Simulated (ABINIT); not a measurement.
Worked example: self-consistent single point of InSe (P6_3/mmc, 8 atoms in the cell) in ABINIT.

Method: LDA (PW92), PAW (JTH v2.0 LDA PAW) (plane waves; ABINIT).

```
InSe
1.0
    4.01344     0.00000     0.00000
   -2.00672     3.47574     0.00000
    0.00000     0.00000    17.30644
In Se
4 4
Direct
  0.33333   0.66667   0.33030
  0.66667   0.33333   0.66970
  0.66667   0.33333   0.83030
  0.33333   0.66667   0.16970
  0.33333   0.66667   0.59732
  0.66667   0.33333   0.40268
  0.66667   0.33333   0.09732
  0.33333   0.66667   0.90268
```

Reference input (self-consistent single point, DFT, PBE, plane waves, PAW (JTH v2.0 PBE PAW)): pseudos = [In.GGA_PBE-JTH.xml, Se.GGA_PBE-JTH.xml]; ecut = 40 Ry; pawecutdg = 80 Ry; pawxcdev = 0; occopt = 3; tsmear = 0.05 eV; ngkpt = 5 5 1; nshiftk = 1; shiftk = 0 0 0; potentials = JTH v2.0 PBE PAW; nband = 48; kptopt = 1. This run's input differs from it in these lines:

```diff
@@ -1,4 +1,4 @@
-# InSe, JTH v2.0 PBE PAW
+# InSe, JTH v2.0 LDA PAW
 pp_dirpath "./"
-pseudos "In.GGA_PBE-JTH.xml, Se.GGA_PBE-JTH.xml"
+pseudos "In.LDA_PW-JTH.xml, Se.LDA_PW-JTH.xml"
 acell 3*1.0 Angstrom
```

Its files differ too (potentials: JTH v2.0 PBE PAW → JTH v2.0 LDA PAW).

The program printed (abridged):

```
--- !BeginCycle
solver: {iscf: 17, nstep: 50, nline: 4, wfoptalg: 10, }
tolerances: {tolvrs: 1.00E-10, }
...

     iter   Etot(hartree)      deltaE(h)  residm     nres2
 ETOT  1  -271.28040505646    -2.713E+02 1.259E-01 8.009E+00
 ETOT  2  -271.54133697189    -2.609E-01 1.870E-02 2.601E+00
 ETOT  3  -271.53775237263     3.585E-03 3.718E-03 5.196E-01
 ETOT  4  -271.53667216005     1.080E-03 8.584E-04 1.962E-02
 ETOT  5  -271.53667792806    -5.768E-06 2.269E-04 1.056E-03
   [... 5 lines left out ...]
 ETOT 11  -271.53667939719     1.362E-10 5.815E-05 4.006E-09
 ETOT 12  -271.53667939716     3.138E-11 4.518E-05 6.658E-10
 ETOT 13  -271.53667939716    -6.821E-13 2.960E-05 1.030E-10
 ETOT 14  -271.53667939716    -2.728E-12 3.957E-05 6.638E-12
 At SCF step   14       nres2   =  6.64E-12 < tolvrs=  1.00E-10 =>converged.

 Cartesian components of stress tensor (hartree/bohr^3)
  sigma(1 1)=  5.48703106E-05  sigma(3 2)=  0.00000000E+00
  sigma(2 2)=  5.48703108E-05  sigma(3 1)=  0.00000000E+00
  sigma(3 3)=  6.08133406E-05  sigma(2 1)= -1.34829677E-14

 ----iterations are completed or convergence reached----

 reduced coordinates (array xred) for    8 atoms
       0.333333331148      0.666666664493      0.330299997465
       0.666666664481      0.333333331159      0.669699998165
       0.666666664481      0.333333331159      0.830299997465
       0.333333331148      0.666666664493      0.169699998165
       0.333333331148      0.666666664493      0.597319998481
       0.666666664481      0.333333331159      0.402679997148
   [... lines left out ...]
 Fermi (or HOMO) energy (eV) =   1.79872   Average Vxc (eV)=  -9.22351
   [... lines left out ...]
'-kT*entropy'       : -4.38191711315657E-05
total_energy        : -2.71536680081397E+02
total_energy_eV     : -7.38888883376491E+03
...

-Cartesian components of stress tensor (GPa)         [Pressure= -1.6726E+00 GPa]
- sigma(1 1)=  1.61434000E+00  sigma(3 2)=  0.00000000E+00
- sigma(2 2)=  1.61434001E+00  sigma(3 1)=  0.00000000E+00
- sigma(3 3)=  1.78918995E+00  sigma(2 1)= -3.96682537E-10

 Calculation completed.
```

The run converged in 14 iterations. Against the reference run the pressure goes from 2.37 to -1.67 GPa, the largest force goes from 0.363 to 0.116 eV/Å and the gap on the mesh goes from 0.574 to 0.336 eV.

The starting cell comes from a database of computed structures (which also holds hypothetical and non-ambient phases and stackings), without a prior relaxation at this level. Its lattice was rescaled by a random factor within 2.5 % of one.

Cost on one core of a shared machine: roughly 2 min.
